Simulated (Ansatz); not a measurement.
## Short convergence ladders for MgRhF6 (R3, 8 atoms in the cell)

```
CELL_PARAMETERS angstrom
      2.47697     1.43008     4.49782
     -2.47697     1.43008     4.49782
      0.00000    -2.86016     4.49782
ATOMIC_POSITIONS crystal
  Mg 0.50370 0.50370 0.50370
  Rh 0.00000 0.00000 0.00000
  F  0.24214 0.89135 0.61867
  F  0.75786 0.10865 0.38133
  F  0.61867 0.24214 0.89135
  F  0.38133 0.75786 0.10865
  F  0.89135 0.61867 0.24214
  F  0.10865 0.38133 0.75786
```
Moments meant for the start (each program seeds them in its own way; μB, in the order of the atoms Mg Rh F F F F F F): 0.0 1.0 0.0 0.0 0.0 0.0 0.0 0.0.

Base method: PBEsol, default PAW files made with PBE (plane waves; Ansatz, a first-principles code).

Base settings: basis.ecutwfc = 420 eV; kpoints.mp_grid.grid = 5 5 5; hamiltonian.xc = pbesol; hamiltonian.pseudopotentials = {kind: paw} (the program's default PAW files); magnetization.spin_polarized = true; scf.occupations.method = fermi_dirac; scf.occupations.width = 0.1 eV.

The count of work is k-points × plane waves × bands × iterations; it is no time. Core times come from one kind of shared machine, to one figure; runs under 30 s give none.

**The k-point mesh**

Only quantities that move along the ladder and can be compared are tabulated.

| kpoints.mp_grid.grid | free energy less the last step's (meV/atom) | pressure (GPa) | largest difference of a force vector from the last step's (eV/Å) | count of work / last | core time / last (rough) |
|---|---|---|---|---|---|
| 2 2 2 | -2.67 | 1.98 | 0.008 | 0.041 | – |
| 3 3 3 | -0.13 | 2.08 | 0.001 | 0.067 | – |
| 4 4 4 | -0.02 | 2.09 | 0.000 | 0.16 | – |
| 5 5 5 | -0.02 | 2.09 | 0.000 | 0.26 | 0.3 |
| 7 7 7 | 0.03 | 2.09 | 0.000 | 0.67 | 0.7 |
| 8 8 8 | 0.00 | 2.09 | 0.000 | 1.0 | 1 |

Coarsest kpoints.mp_grid.grid that holds the free energy within 2 meV/atom of the last step, with all finer ones: 3 3 3, at 0.067 of the last step's count of work; the step before is off by 2.7 meV/atom.

Coarsest kpoints.mp_grid.grid that holds the forces within 0.005 eV/Å of the last step, with all finer ones: 3 3 3, at 0.067 of the last step's count of work; the step before is off by 0.008 eV/Å.

Coarsest kpoints.mp_grid.grid that holds the pressure within 0.05 GPa of the last step, with all finer ones: 3 3 3, at 0.067 of the last step's count of work; the step before is off by 0.11 GPa.

**Shifted k-point meshes**

In this ladder: kpoints.mp_grid.shift = 0.5 0.5 0.5.

Only quantities that move along the ladder and can be compared are tabulated.

```csv
kpoints.mp_grid.grid,largest difference of a force vector from the last step's (eV/Å),count of work / last,core time / last (rough)
2 2 2,0.014,0.012,–
4 4 4,0.000,0.066,–
6 6 6,0.000,0.21,0.2
8 8 8,0.000,0.52,0.5
10 10 10,0.000,1.0,1
```

Coarsest kpoints.mp_grid.grid that holds the forces within 0.01 eV/Å of the last step, with all finer ones: 4 4 4, at 0.066 of the last step's count of work; the step before is off by 0.014 eV/Å.

On the base run: the starting cell comes from a database of computed structures (which also holds hypothetical and non-ambient phases and stackings), without a prior relaxation at this level. Its lattice was rescaled by up to half a per cent. One atom was moved a little off its site on purpose. With one magnetic atom in the cell only a parallel order is possible. Ansatz's pressure includes its estimate of the finite-basis (Pulay) stress.

Keys are those of Ansatz 0.2.
